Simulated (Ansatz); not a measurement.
TiO (space group C2/m, No. 12)

```cif
data_O10Ti10
_chemical_formula_sum 'Ti10 O10'
_space_group_name_H-M_alt 'C2/m'
_space_group_IT_number 12
_space_group_name_Hall '-C 2y'
_cell_length_a 9.20772
_cell_length_b 4.12339
_cell_length_c 5.75872
_cell_angle_alpha 90.000
_cell_angle_beta 107.352
_cell_angle_gamma 90.000
loop_
_space_group_symop_operation_xyz
  'x, y, z'
  '-x, -y, -z'
  '-x, y, -z'
  'x, -y, z'
  'x+1/2, y+1/2, z'
  '-x+1/2, -y+1/2, -z'
  '-x+1/2, y+1/2, -z'
  'x+1/2, -y+1/2, z'
loop_
_atom_site_label
_atom_site_type_symbol
_atom_site_symmetry_multiplicity
_atom_site_Wyckoff_symbol
_atom_site_fract_x
_atom_site_fract_y
_atom_site_fract_z
_atom_site_occupancy
Ti1 Ti 4 i 0.15216 0.50000 0.32404 1
Ti2 Ti 4 i 0.33513 0.00000 0.16958 1
Ti3 Ti 2 c 0.50000 0.50000 0.50000 1
O1 O 2 b 0.00000 0.50000 0.00000 1
O2 O 4 i 0.33059 0.50000 0.16809 1
O3 O 4 i 0.16925 0.00000 0.34161 1
```
(The calculation used a cell of 10 atoms; values per cell refer to that cell.)

Computed with PBEsol, PAW, 420 eV (Ansatz, a program for electronic structure; no spin-orbit coupling). k-mesh 12×12×8 (Γ-centred); smearing 0.05 eV (Fermi–Dirac).

| Item | Value |
|---|---|
| Volume per atom | 10.43 Å³ |
| Density | 5.08 g/cm³ |
| Band gap | zero |
| Total energy | -1518.743 eV/atom (σ→0; compares only within this code and set-up) |

No phonon test of stability was made. No Hubbard U is applied, and correlation can decide whether such a compound is a metal. The final runs are not spin-polarised.
